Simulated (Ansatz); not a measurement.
Start from AlN in the rock salt structure (space group Fm-3m, No. 225; a = 4.045 Å; a cell from a computed database, its experimental status unchecked). Axes: x, y, z lie along the cube axes.

Method: plane-wave PAW DFT at the PBEsol level (Ansatz, an electronic-structure program, 420 eV), scalar-relativistic without spin-orbit coupling.

Modification: a pure shear with ε_xy = ε_yx = -0.0289; the atoms relax in the strained cell.

Predict the stress tensor and what it implies for the stiffness.

Stress of the strained cell less that of the base (GPa, compression positive):
```
   0.90   18.08    0.00
  18.08    0.90    0.00
   0.00    0.00   -0.54
```

Then −Δσ/γ with γ = 2ε = -0.0578 gives secant stiffness values (nonlinear terms included at this strain): C66 ≈ 313 GPa.

As a check, the harmonic strain energy −½ V₀ Δσ:ε is 27 meV/atom; the computed energy rise is 27 meV/atom.

Stability against distortions was not tested. This is not the structure that AlN has at room temperature and ambient pressure.
